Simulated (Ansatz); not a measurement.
## MoS (model structure, started from the CsCl type, Pm-3m, No. 221, 2 atoms in the cell)

Calculation: r²SCAN (Ansatz, a first-principles code, plane waves, PAW).

Numerical settings: plane-wave cutoff 560 eV, 20×20×20 k mesh, Fermi–Dirac smearing 0.05 eV, no spin polarisation, scalar-relativistic PAW data made under PBE.

Cell (relaxed at this level):

Space group Pm-3m (No. 221); a = b = c = 2.999 Å, α = β = γ = 90.00°

```json
[
 {"atom": "Mo", "site": "1a", "symmetry": "m-3m", "x": "0.0000", "y": "0.0000", "z": "0.0000"},
 {"atom": "S", "site": "1b", "symmetry": "m-3m", "x": "0.5000", "y": "0.5000", "z": "0.5000"}
]
```

For MoS (model structure, started from the CsCl type, Pm-3m, No. 221, 2 atoms in the cell), the bulk modulus is 224 GPa.

Note: the run has no spin polarisation, so it can have missed a magnetic state; the bulk modulus is −V dP/dV from two relaxed cells at ±2 % in volume; the relaxation could raise the start's symmetry but not lower it, so the cell can be a saddle point.

The computed numbers hold no vibrational or temperature effects.

A model structure was made by putting elements into a prototype or built by hand; it is no filed structure, need not be a known phase, and can be a saddle point held by its symmetry.
